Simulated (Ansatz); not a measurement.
An Ansatz (a program for electronic structure) run: BaHfO3 with a change (biaxial strain −3.00 %, plane normal [001], relaxed out of plane); PBEsol (Ansatz, PAW, no SOC).

Input:

Ansatz 0.2 input:
```yaml
crystal:
  lattice:
    - [4.0328041663, 0, 0]
    - [0, 4.0328041663, 0]
    - [0, 0, 4.2198930193]
  atoms:
    - { symbol: Ba, position: [0, 0, 0] }
    - { symbol: Hf, position: [0.5, 0.5, 0.5] }
    - { symbol: O, position: [0.5, 0, 0.5] }
    - { symbol: O, position: [0, 0.5, 0.5] }
    - { symbol: O, position: [0.5, 0.5, 0] }
basis: { ecutwfc: 420, ecutrho_ratio: 4, xc_grid: 2, fft_grid_basis: typed }
kpoints: { mp_grid: { grid: [8, 8, 8] } }
hamiltonian:
  xc: pbesol
  dispersion: none
  pseudopotentials: { kind: paw }
scf: { occupations: { method: fermi_dirac, width: 0.05 } }
relax: { f_tol: 0.005, max_steps: 50, cell: { stress_tol: 0.01, fix: [a, b, gamma] } }
output: { forces: true, stress: true }
checkpoint: { write: state.ck, write_every: 1000 }
```

Output (explanatory and most iteration lines left out):

```
Relaxation: its limit of steps is 50 (relax.max_steps)
Pseudopotential: Ba, paw, valence charge 10
Pseudopotential: Hf, paw, valence charge 26
Pseudopotential: O, paw, valence charge 6
Crystal: 5 atoms, lattice volume = 68.630 Å³
Basis set: ecut = 420 eV, 1343 PW (Γ), exchange–correlation on 54×54×60 points (8 copies of the dense FFT grid, shifted against one another)
Bands: 33, of which v1, the nominal top of the filled ones, is band 27 counted from 1 (26 counted from 0)
Symmetry: 16 space group operations
Space group: P4/mmm (ITA 123), of the structure as read, at distance tolerance 4.1e-5 Å
k-points: 75 of 512
Functional: x = pbesol(κ = 0.804, μ = 0.12345679012345678), c = pbesol(β = 0.046)
SCF iter   1: F=—  HF=-23152.487308 eV  |F-HF|=—  |Δ(HF+E_count)|=         —  Δρ=1.68e-2  dr2=1.63e-1  ethr=1.77e-3  ⟨swp⟩=8.0  Hψ=11232  notcnv=0  defer=3
SCF iter   2: F=—  HF=-23152.445297 eV  |F-HF|=—  |Δ(HF+E_count)|=   4.20e-2  Δρ=3.22e-3  dr2=3.14e-3  ethr=3.02e-4  ⟨swp⟩=2.7  Hψ=5077  notcnv=0  defer=104
SCF 1 converged in 8 iterations: F = -23152.445168 eV  dr2 = 8.04e-9
relax step   1: F+E_penalty+E_count = -23152.44516793 eV  Δ(F+E_penalty+E_count) = +0.000e0 eV  max|allowed force component| = 6.555e-29 eV/Å  Δτ_max = 0.0000 Å  P = +9.289 GPa  Ω = 68.630 Å³  fix = [a, b, gamma]  reactions: a +13.801, b +13.801 GPa  (8 SCF iters, dr2 threshold 1.00e-7 eV, accepted)
[... steps on the carried basis left out ...]
relax step   5: F+E_penalty+E_count = -23152.44525250 eV  Δ(F+E_penalty+E_count) = +7.706e-6 eV  max|allowed force component| = 6.658e-29 eV/Å  Δτ_max = 0.0000 Å  P = +9.145 GPa  Ω = 68.686 Å³  energy of the carried Pulay correction = -7.770e-6 eV  fix = [a, b, gamma]  reactions: a +13.718, b +13.718 GPa  (5 SCF iters, dr2 threshold 2.52e-10 eV, accepted)
Crystal: 5 atoms, lattice volume = 68.686 Å³
SCF iter   1: F=—  HF=-23152.444911 eV  |F-HF|=—  |Δ(HF+E_count)|=         —  Δρ=1.11e-5  dr2=3.03e-8  ethr=4.37e-7  ⟨swp⟩=3.1  Hψ=17911  notcnv=0
SCF iter   2: F=—  HF=-23152.445259 eV  |F-HF|=—  |Δ(HF+E_count)|=   3.48e-4  Δρ=6.43e-6  dr2=1.71e-8  ethr=5.60e-11  ⟨swp⟩=3.8  Hψ=6577  notcnv=0
SCF 6 converged in 7 iterations: F = -23152.445259 eV  dr2 = 1.35e-12
SCF converged after 7 iterations
Free energy (F): -23152.445259 eV
Internal energy: -23152.445259 eV  (E = F + TS)
E sigma→0 (E₀):  -23152.445259 eV
Fermi energy:    14.143028 eV
--- Forces (eV/Å), atoms counted from 1 ---
  atom   1  Ba     0.00000000     0.00000000     0.00000000
  atom   2  Hf     0.00000000     0.00000000     0.00000000
  atom   3  O     -0.00000000    -0.00000000     0.00000000
  atom   4  O      0.00000000     0.00000000     0.00000000
  atom   5  O      0.00000000     0.00000000     0.00000000
--- Stress (GPa, compression-positive) ---
       13.717801       0.000000       0.000000
        0.000000      13.717801       0.000000
        0.000000       0.000000       0.000255
  P = ⅓ Tr σ = 9.1453 GPa (91.453 kbar)
--- Relaxed structure (4 steps of the walk, 4 accepted, 2 SCFs on fresh bases) ---
  cell:  # Å, volume = 68.6857 Å³
    - [4.0328041663, 0.0, 0.0]
    - [0.0, 4.0328041663, 0.0]
    - [0.0, 0.0, 4.223299108898063]
  atoms:
    - { symbol: Ba, position: [-9.148926571465787e-38, 1.2643080443304017e-38, 0.0] }
    - { symbol: Hf, position: [0.5, 0.5, 0.49999999999999994] }
    - { symbol: O, position: [0.5, 1.165932516601721e-39, 0.49999999999999994] }
    - { symbol: O, position: [3.730983976192379e-38, 0.5, 0.49999999999999994] }
    - { symbol: O, position: [0.5, 0.5, 0.0] }
```

With Hf present, leaving out spin-orbit coupling can change the band edges. Stability against distortions was not tested. The cell was made from BaHfO$_{3}$ in the cubic perovskite structure (space group Pm-3m, No. 221) by this change: biaxial strain −3.00 %, plane normal [001], relaxed out of plane.
